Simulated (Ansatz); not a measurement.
The reference is ZnS in the zinc blende structure (space group F-43m, No. 216; a = 5.357 Å). Axes: x, y, z lie along the cube axes.

The values are results of DFT with PBEsol, PAW potentials and a 420 eV plane-wave cutoff in Ansatz (a first-principles code), without spin-orbit coupling, earlier PAW set, not measurements.

Strains are applied to the cell and any free atomic positions relax; under biaxial strain the out-of-plane vector relaxes too.

One change was made to it. Results:

```tsv
quantity	base	after
pressure (mean of the normal stresses, compression positive)	-0.01 GPa	-1.94 GPa
energy relative to the base (free energy F)	0 meV/atom	+4.3 meV/atom
```

Which change produced these results?
(A) isotropic strain −2.27 %
(B) biaxial strain +2.45 %, plane normal [001], relaxed out of plane
(C) uniaxial strain ε_yy = +2.61 %
(D) isotropic strain −1.06 %
(E) biaxial strain −1.70 %, plane normal [111], relaxed out of plane

C, uniaxial strain ε_yy = +2.61 %. For comparison, the pressure in the other runs: biaxial strain −1.70 %, plane normal [111], relaxed out of plane gives 1.89 GPa; isotropic strain −2.27 % gives 6.32 GPa; biaxial strain +2.45 %, plane normal [001], relaxed out of plane gives -1.42 GPa; isotropic strain −1.06 % gives 2.70 GPa.

Stability against distortions was not tested.
